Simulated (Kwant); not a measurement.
Device: quantum point contact (saddle potential) in a GaN two-dimensional gas. Effective mass 0.22 mₑ, grid spacing 12 nm, hard walls, nominal width 300 nm (25 grid rows, so walls 312 nm apart), one parabolic valley, scattering region 900 nm long along x; energies count from the band bottom; Fermi energy 0.000814 eV. Potential (V0 + ½k y²) cos²(πx/L) for |x| < L/2, with V0 swept from 0.0008547 to 0 eV, k = 2.4e-07 eV/nm², L = 350 nm.

The device is made up for the run: typed textbook-type constants, with dimensions and the other settings drawn at random.

Model: effective-mass tight-binding model on a square grid, one spin, coherent transport at 0 K (Kwant). Conductance is in e²/h.

Problem. Compare with the saddle-point formula G = Σ 1/(1 + exp(−2π(E − V0 − ħωy(n + ½))/ħωx)), taking ħωy = ħ√(k/m) and ħωx from the curvature along x of V0 plus half of the mode's confinement energy.

Solution. ħωy = 0.288 meV; at V0 = 0.694 meV the lowest mode has ħωx = 0.207 meV.

| V0 (meV) | formula | simulation |
|---|---|---|
| 0.805 | 0.021 | 0.021 |
| 0.694 | 0.33 | 0.34 |
| 0.582 | 0.95 | 0.95 |
| 0.471 | 1.05 | 1.06 |
| 0.359 | 1.69 | 1.74 |
| 0.248 | 2.00 | 2.00 |

The formula takes a parabolic saddle in the continuum; the run has the full potential on a grid.
